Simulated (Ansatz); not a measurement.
**OH on the 1x1 (0001) surface of corundum (cut with top plane Al), one in a 1x1 cell, started at the site 'over Al at depth 1.0 Å'**

Host crystal: corundum, with a band gap (PBE, scalar-relativistic without spin-orbit coupling).

All values below come from PBE (plane waves to 420 eV, PAW; Ansatz, a program for electronic structure).

Slab: 22 atoms, 6.7 Å thick at the start under the adsorbate (thin: gaps and levels are the slab's own); k 6x6x1, smearing 0.01 eV, dipole-corrected; 9 atoms held, the rest relaxed; no symmetry held; spin-polarised, ending with about 1.0 μB a cell, a value that depends on the mesh; orders that need a larger cell were not tried, no spin-orbit, no U, no dispersion correction. The slab shows no gap over 0.04 eV on its mesh. At the end it is bonded to Al. In PBE it is, or lies within 0.03 eV of, the lowest of the starts that converged.

```json
{
 "adsorption energy against H2O(g) − ½ H2(g)": "0.90 eV",
 "work_function_of_the_top_face": "7.24 eV",
 "change_of_the_step_from_the_bottom_to_the_top_vacuum_level_against_the_clean_slab": "0.96 eV",
 "energy_released_by_relaxation": "6.22 eV",
 "height of the binding atom over the mean of the host atoms within 0.3 Å of the top one": "1.744 Å",
 "nearest_host_atoms_of_the_binding_atom": "Al at 1.74 Å, O at 2.93 Å, O at 2.94 Å",
 "largest_move_of_a_host_atom": "0.57 Å",
 "caution": "the clean host was not checked against rearrangement in a larger or rattled cell",
 "note": "in the relaxation the adsorbate left its starting site by 2.7 Å",
 "cost": "about 70 core-minutes (a rough figure)"
}
```

A negative adsorption energy means that the adsorbate is more stable on the surface than in its reference.
